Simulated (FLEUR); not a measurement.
# Several settings converged on Fe (Im-3m, 1 atom in the cell)

```
CELL_PARAMETERS angstrom
     -1.43070     1.43070     1.43070
      1.43070    -1.43070     1.43070
      1.43070     1.43070    -1.43070
ATOMIC_POSITIONS crystal
  Fe 0.00000 0.00000 0.00000
```
Moments meant for the start (each program seeds them in its own way; μB, in the order of the atoms Fe): 2.5.

Base method: FLEUR with PBE, all-electron FLAPW (FLEUR), scalar-relativistic valence.

Base settings: Kmax = 3.6 1/bohr; GmaxXC = 14.4 1/bohr; xcFunctional = pbe; jspins = 2; l_soc = F; mode = hist; fermiSmearingEnergy = 0.00367493 Htr; mesh (inpgen div1-3) = 7 7 7; inpgen gamma flag = false; Gmax = 14.4 1/bohr.

**The k-point mesh at a smearing width of 0.05 eV**

In this ladder: fermiSmearingEnergy = 0.00183747 Htr. Moved along: kpt_gamma.

The second cell is the first with its lattice scaled by 0.98.

Only quantities that move along the ladder and can be compared are tabulated.

```csv
kpt_div,free energy less the last step's (meV/atom),energy of the compressed cell less the first (meV/atom),net moment (μB/atom)
6 6 6,-36.74,5.65,2.222
7 7 7,-13.55,12.88,2.315
8 8 8,6.57,9.04,2.343
10 10 10,-3.46,-2.17,2.148
12 12 12,-2.61,-0.60,2.267
14 14 14,-1.40,0.42,2.222
18 18 18,-0.04,-0.44,2.202
26 26 26,0.04,0.40,2.219
31 31 31,0.00,0.64,2.223
```

Coarsest kpt_div that holds the energy of the compressed cell less the first within 0.5 meV/atom of the last step, with all finer ones: 26 26 26; the step before is off by 1.1 meV/atom.

Coarsest kpt_div that holds the free energy within 5 meV/atom of the last step, with all finer ones: 10 10 10; the step before is off by 6.6 meV/atom.

Coarsest kpt_div that holds the net moment within 0.05 μB/atom of the last step, with all finer ones: 12 12 12; the step before is off by 0.075 μB/atom.

**The width of Fermi-Dirac smearing**

In this ladder: kpt_div = 12 12 12; kpt_gamma = true.

Narrow widths need finer meshes than wide ones, so the last steps can hold mesh noise.

Only quantities that move along the ladder and can be compared are tabulated; pressure and forces are left out, as mesh noise rules them at narrow widths.

The magnetic state is not the same in all runs (site moments differ, or a search went on to a lower state), so steps between rows are not convergence errors alone.

```csv
fermiSmearingEnergy,free energy less the last step's (meV/atom),energy extrapolated to zero width less the last step's (meV/atom),net moment (μB/atom)
0.0367493 Htr,-2515.20,-111.67,0.000
0.0183747 Htr,-505.57,127.77,1.595
0.0110248 Htr,-139.27,21.71,2.133
0.00734986 Htr,-48.08,4.28,2.212
0.00367493 Htr,0.00,0.00,2.244
```

Widest fermiSmearingEnergy that holds the energy extrapolated to zero width within 2 meV/atom: not settled: the last two steps still differ by 4.3 meV/atom, over half the tolerance, so the ladder does not show it.

Widest fermiSmearingEnergy that holds the net moment within 0.05 μB/atom: not settled: the last two steps still differ by 0.032 μB/atom, over half the tolerance, so the ladder does not show it.

Widest fermiSmearingEnergy that holds the free energy within 5 meV/atom: not settled: the last two steps still differ by 48 meV/atom, over half the tolerance, so the ladder does not show it.

**The mesh under tetrahedron occupations**

In this ladder: mode = tetra; fermiSmearingEnergy = 0.0001 Htr; kpt_gamma = true.

Only quantities that move along the ladder and can be compared are tabulated.

```csv
kpt_div,free energy less the last step's (meV/atom),net moment (μB/atom)
7 7 7,70.29,2.233
8 8 8,53.73,2.227
10 10 10,39.87,2.212
13 13 13,24.82,2.216
16 16 16,15.12,2.224
19 19 19,10.69,2.223
24 24 24,4.95,2.224
30 30 30,2.23,2.224
38 38 38,0.00,2.225
```

Coarsest kpt_div that holds the net moment within 0.01 μB/atom of the last step, with all finer ones: 13 13 13; the step before is off by 0.012 μB/atom.

Coarsest kpt_div that holds the free energy within 2 meV/atom: not settled: the last two steps still differ by 2.2 meV/atom, over half the tolerance, so the ladder does not show it.

On the base run: the starting cell has typed, rounded lattice constants, without a prior relaxation at this level. Its lattice was rescaled by up to half a per cent. With one magnetic atom in the cell only a parallel order is possible. Values depend on the basis (sphere radii, cutoffs, local orbitals), which need not be converged.

Left out of this page: 1 run of the series outside the window shown, repeating another row's setting, or not comparable.
